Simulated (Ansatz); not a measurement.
## How the lattice constant a of SnSe (model structure, started from the 4H type, P6₃mc, No. 186, 8 atoms in the cell) moves with the method

No measured value is used here.

| level (code) | value (Å) |
|---|---|
| PBE (Ansatz) | 5.116 |
| PBEsol (Ansatz) | … |
| PBE-D3(BJ) (Ansatz) | 5.085 |

Question: Fill in the missing entries.

Answer: 
- PBEsol (Ansatz, a program for electronic structure), value (Å): 5.023

PBE-D3(BJ): a distance lies near a switch of the dispersion term, which can move the cell. Ansatz's density-functional and Hartree–Fock values are scalar-relativistic unless marked +SOC, with PAW data made under PBE.

A model structure was made by putting elements into a prototype or built by hand; it is no filed structure, need not be a known phase, and can be a saddle point held by its symmetry.
